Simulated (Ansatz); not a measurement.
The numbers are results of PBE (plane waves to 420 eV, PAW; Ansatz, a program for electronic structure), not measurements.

Planar average of the electrostatic potential across the slab, in eV from the Fermi level, for the (110) surface of bcc V, one row in 3 of the top plane missing (bottom of the slab: a bare face, its two planes held):

```csv
z (Å),V (eV)
3.94,4.80
4.22,4.79
4.50,4.79
4.78,4.78
5.06,4.76
5.34,4.72
5.63,4.65
5.91,4.51
6.19,4.24
6.47,3.74
6.75,2.83
7.03,1.18
7.31,-2.09
7.59,-8.02
7.88,-12.11
8.16,-13.18
8.44,-12.44
8.72,-9.20
9.00,-3.69
9.28,-1.23
9.56,-4.42
9.84,-9.79
10.13,-12.56
10.41,-12.92
10.69,-11.26
10.97,-6.69
11.25,-1.92
11.53,-2.28
11.81,-7.36
12.09,-11.57
12.38,-12.92
12.66,-12.34
12.94,-9.22
13.22,-3.80
13.50,-1.32
13.78,-4.43
14.06,-9.69
14.34,-12.49
14.63,-12.88
14.91,-11.24
15.19,-6.74
15.47,-2.05
15.75,-2.28
16.03,-7.25
16.31,-11.54
16.59,-12.99
16.88,-12.51
17.16,-9.63
17.44,-4.50
17.72,-2.35
18.00,-4.79
18.28,-6.94
18.56,-7.62
18.84,-7.27
19.13,-5.19
19.41,-1.37
19.69,1.17
19.97,2.36
20.25,3.03
20.53,3.41
20.81,3.62
21.09,3.73
21.38,3.79
21.66,3.83
21.94,3.85
22.22,3.86
22.50,3.86
22.78,3.86
23.06,3.86
```

Slab: 17 atoms, 10.6 Å thick at the start; k 15x5x1, smearing 0.1 eV, dipole-corrected; 6 atoms held, the rest relaxed; symmetry of the start imposed; no spin, no spin-orbit, no U. It is one candidate, not shown to be the stable structure of the face.

Task: The surface cell has an area of 19.06 Å². What dipole along the normal does the step between the two vacuum levels imply?

Result: the top vacuum level lies 0.93 eV below the bottom one; p = −ε₀ A ΔV (ε₀ = 0.005526 e/(V·Å)) gives 0.10 e·Å a cell.
